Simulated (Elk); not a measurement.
```
CsYbF3
1.0
    4.50879     0.00000     0.00000
    0.00000     4.50879     0.00000
    0.00000     0.00000     4.50879
Cs Yb F
1 1 3
Direct
  0.00000   0.00000   0.00000
  0.50000   0.50000   0.50000
  0.00000   0.50000   0.50000
  0.50000   0.00000   0.50000
  0.50000   0.50000   0.00000
```

Computed with PBEsol, all-electron FP-LAPW, Elk's shipped species files, default APW+lo basis (Elk).

The set-up and first iterations of an Elk log for CsYbF₃ (Pm-3m, 5 atoms in the cell):

```
│ Elk code version 10.2.4 │

All units are atomic (Hartree, Bohr, etc.)

│ Ground-state run starting from atomic densities │

Lattice vectors :
   8.520378254       0.000000000       0.000000000
   0.000000000       8.520378254       0.000000000
   0.000000000       0.000000000       8.520378254

Unit cell volume      :    618.5525845
Brillouin zone volume :   0.4010171805

Muffin-tin inner radius fraction :   0.1000000000E-01

Nuclei treated as point charges

Species :    1 (Cs)
 parameters loaded from : Cs.in
 name : caesium
 nuclear charge    :   -55.00000000
 electronic charge :    55.00000000
 atomic mass :    242271.8144
 muffin-tin radius :    2.324000000
 number of radial points in muffin-tin :    697
 atomic positions (lattice), magnetic fields (Cartesian) :
   1 :   0.00000000  0.00000000  0.00000000    0.00000000  0.00000000  0.00000000

Species :    2 (Yb)
 parameters loaded from : Yb.in
 name : ytterbium
   [... lines left out ...]

Muffin-tin radius times maximum |G+k| :    7.000000000
 using average radius
Maximum |G+k| for APW functions       :    3.635230577
Maximum (1/2)|G+k|²                   :    6.607450676
Maximum |G| for potential and density :    12.00000000
 potential will be trimmed for |G| > 2 gkmax
Constant for pseudocharge density :    7
Radial integration step length :    4

G-vector grid sizes :     35    35    35
Number of G-vectors :    17941

Maximum angular momentum used for
 APW functions                      :    8
 outer part of muffin-tin           :    6
 inner part of muffin-tin           :    1

Total nuclear charge    :   -152.0000000
Total core charge       :    88.00000000
Total valence charge    :    64.00000000
Total excess charge     :    0.000000000
Total electronic charge :    152.0000000

Effective Wigner radius, rₛ :   0.9904095276

Number of empty states         :   20
Total number of valence states :   52
Total number of core states    :   88

Total number of local-orbitals :   69

Exchange-correlation functional :     22     0     0
 PBEsol, Phys. Rev. Lett. 100, 136406 (2008)
 gradient requirement :    1
 generalised gradient approximation (GGA)

Smearing type :    3
 Fermi-Dirac
Smearing width :   0.1837470000E-02
Effective electronic temperature (K) :    580.2271348

Mixing type :    3
 Broyden mixing, J. Phys. A: Math. Gen. 17, L317 (1984)

Kohn-Sham potential initialised from atomic data
│ Self-consistent loop started │
│ Loop number : 1 │
 total energy                :     -22036.7337514
│ Loop number : 2 │
 total energy                :     -22043.5197651
RMS change in Kohn-Sham potential (target) :    1.324379809     (  0.1000000000E-05)
Absolute change in total energy (target)   :    6.786013705     (  0.1000000000E-03)
│ Loop number : 3 │
 total energy                :     -22043.8605917
RMS change in Kohn-Sham potential (target) :    1.308556324     (  0.1000000000E-05)
Absolute change in total energy (target)   :    2.037329988     (  0.1000000000E-03)
│ Loop number : 4 │
 total energy                :     -22191.3290930
RMS change in Kohn-Sham potential (target) :   0.8589210605     (  0.1000000000E-05)
Absolute change in total energy (target)   :    147.9778338     (  0.1000000000E-03)
│ Loop number : 5 │
 total energy                :     -21440.6988616
RMS change in Kohn-Sham potential (target) :    5.606190242     (  0.1000000000E-05)
Absolute change in total energy (target)   :    713.6357730     (  0.1000000000E-03)
│ Loop number : 6 │
 total energy                :     -22320.1256772
RMS change in Kohn-Sham potential (target) :    1.567855960     (  0.1000000000E-05)
Absolute change in total energy (target)   :    701.0178724     (  0.1000000000E-03)
│ Loop number : 7 │
 total energy                :     -22268.0362120
RMS change in Kohn-Sham potential (target) :   0.7529504587     (  0.1000000000E-05)
   [... lines left out ...]
```

Problem. How does the run end?

Solution. The run ended unconverged after 200 iterations. It gives no final result for the task that was set. The log goes on:

```
│ Loop number : 139 │
 total energy                :     -22053.9195298
RMS change in Kohn-Sham potential (target) :   0.7674410714     (  0.1000000000E-05)
   [... lines left out ...]
RMS change in Kohn-Sham potential (target) :   0.1151795478     (  0.1000000000E-05)
Absolute change in total energy (target)   :    15.12616111     (  0.1000000000E-03)
│ Loop number : 198 │
 total energy                :     -22096.2903509
RMS change in Kohn-Sham potential (target) :   0.4520245589     (  0.1000000000E-05)
Absolute change in total energy (target)   :    73.43680529     (  0.1000000000E-03)
│ Loop number : 199 │
 total energy                :     -22195.2250527
RMS change in Kohn-Sham potential (target) :   0.2724032041     (  0.1000000000E-05)
Absolute change in total energy (target)   :    80.57550040     (  0.1000000000E-03)
│ Loop number : 200 │
Reached self-consistent loops maximum

Energies :
 Fermi                       :     0.278116026417
 total energy                :     -22178.2119875

Density of states at Fermi energy :   0.1303450416E-02
 (states/Hartree/unit cell)

Estimated indirect band gap :   0.5494167681E-01
 from k-point      1 to k-point      1
Estimated direct band gap   :   0.5494167681E-01
 at k-point      1

Charges :
 core                        :    88.00000000
 valence                     :    64.00000000
 interstitial                :    7.026325914
 muffin-tins (core leakage)
  species :    1 (Cs)
   atom    1                 :    51.83978569     (  0.2979440563E-03)
  species :    2 (Yb)
   atom    1                 :    67.71669318     (  0.3533636106E-04)
  species :    3 (F)
   atom    1                 :    8.472398405     (  0.2881699546E-08)
   atom    2                 :    8.472398405     (  0.2881699546E-08)
   atom    3                 :    8.472398405     (  0.2881699546E-08)
 total in muffin-tins        :    144.9736741
 total calculated charge     :    152.0428989
 total charge                :    152.0000000
 error                       :   0.4289886554E-01

│ Self-consistent loop stopped │
```

The starting cell comes from a database of computed structures (which also holds hypothetical and non-ambient phases and stackings), without a prior relaxation at this level. Spin-orbit coupling is off. Values depend on the basis (sphere radii, cutoffs, local orbitals), which need not be converged.

The run was DFT, PBEsol, all-electron FP-LAPW, Elk's shipped species files, default APW+lo basis. Main settings of its input:

- xctype: 22
- rgkmax: 7
- stype: 3
- swidth: 0.00183747 Ha
- ngridk: 1 1 1
- rmtscf: 0.83
